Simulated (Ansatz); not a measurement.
Results of r²SCAN0 in Ansatz (PAW) for Ca3P2 (model structure, from the A-La2O3 type, P-3m1, No. 164).

The run printed, among other lines:

```
WARN output.stress: scf.exx.energy_threshold = 1e-6 eV is looser than the 5e-8 eV advised for a stress under a hybrid functional (1e-8 eV for each atom of the …
Crystal: 5 atoms, lattice volume = 126.079 Å³
Basis set: ecut = 520 eV, 3367 PW (Γ), exchange–correlation on 108×108×150 points (27 copies of the dense FFT grid, shifted against one another)
Bands: 25, of which v1, the nominal top of the filled ones, is band 20 counted from 1 (19 counted from 0)
Symmetry: 12 space group operations
Space group: P-3m1 (ITA 164), of the structure as read, at distance tolerance 5.0e-5 Å
k-points: 24 of 144
Functional: x = r2scan, c = r2scan; τ floored in thin density (d = 2e-4 eV/Å³), warm-up for x = 0.75 r2scan + 0.25 exact, c = r2scan; τ floored in thin density (d = 2e-4 eV/Å³)
SCF iter   1: F=—  HF=-6989.750549 eV  |F-HF|=—  |Δ(HF+E_count)|=         —  Δρ=5.25e-3  dr2=4.22e-2  dr2_τ=1.99e-2
SCF iter   2: F=—  HF=-6989.904662 eV  |F-HF|=—  |Δ(HF+E_count)|=   1.54e-1  Δρ=2.14e-3  dr2=3.40e-3  dr2_τ=4.56e-4
  ...
Crystal: 5 atoms, lattice volume = 126.079 Å³
Initial density: handed on by an earlier stage of this run
Functional: x = 0.75 r2scan + 0.25 exact, c = r2scan; τ floored in thin density (d = 2e-4 eV/Å³)
Crystal: 5 atoms, lattice volume = 126.079 Å³
SCF iter   6: F=—  HF=-6988.961240 eV  |F-HF|=—  |Δ(HF+E_count)|=   1.08e-8  Δρ=8.07e-7  dr2=2.24e-9  dr2_τ=3.70e-11
SCF iter   7: F=-6988.961240 eV  HF=-6988.961240 eV  |F-HF|=4.18e-11  |Δ(HF+E_count)|=  7.56e-10  Δρ=1.29e-7  dr2=1.42e-10  dr2_τ=1.03e-12
SCF 3 converged in 7 iterations: F = -6988.961240 eV  dr2 = 1.42e-10
Free energy (F): -6988.961240 eV
Internal energy: -6988.961240 eV  (E = F + TS)
E sigma→0 (E₀):  -6988.961240 eV
Fermi energy:    7.289060 eV
--- Forces (eV/Å), atoms counted from 1 ---
  atom   1  P      0.00000000    -0.00000000     0.08996627
  atom   2  P     -0.00000000     0.00000000    -0.08996627
  atom   3  Ca    -0.00000000    -0.00000000     0.00000000
  atom   4  Ca    -0.00000000     0.00000000    -0.00653236
  atom   5  Ca     0.00000000    -0.00000000     0.00653236
--- Stress (GPa, compression-positive) ---
        1.647707       0.000000       0.000000
        0.000000       1.647707      -0.000000
        0.000000      -0.000000       1.784371
  P = ⅓ Tr σ = 1.6933 GPa (16.933 kbar)
```

Write an input file that produces this run.

Several could match; the one computed here: 
Ansatz 0.2 input:
```yaml
crystal:
  lattice:
    - [4.7036910346, 0.0, 0.0]
    - [-2.3518455173, 4.0735159275, 0.0]
    - [0.0, 0.0, 6.5801518638]
  atoms:
    - { symbol: P, position: [0.3333333333, 0.6666666667, 0.2224944357] }
    - { symbol: P, position: [0.6666666667, 0.3333333333, 0.7775055643] }
    - { symbol: Ca, position: [0.0, 0.0, 0.0] }
    - { symbol: Ca, position: [0.3333333333, 0.6666666667, 0.6712342785] }
    - { symbol: Ca, position: [0.6666666667, 0.3333333333, 0.3287657215] }
basis:
  ecutwfc: 520
  ecutrho_ratio: 4
  xc_grid: 3
kpoints:
  mp_grid: { grid: [6, 6, 4] }
hamiltonian:
  xc: r2scan0
  dispersion: none
  pseudopotentials: { kind: paw }
scf:
  occupations: { method: fermi_dirac, width: 0.01 }
  convergence: { dr2_threshold: 0.0000000005 }
output:
  forces: true
  stress: true
  eigenvalues: true
```

The PAW data were made under PBE.

Note: the cell keeps the symmetry of its start, so it can be a saddle point. Note: cell and atoms aren't relaxed at this level (largest force 0.09 eV/Å, pressure 1.7 GPa).

It cost around 4 core-minutes (rough) of CPU time.

A model structure was made by putting elements into a prototype or built by hand; it is no filed structure, need not be a known phase, and can be a saddle point held by its symmetry.

Ansatz is a program for electronic structure.
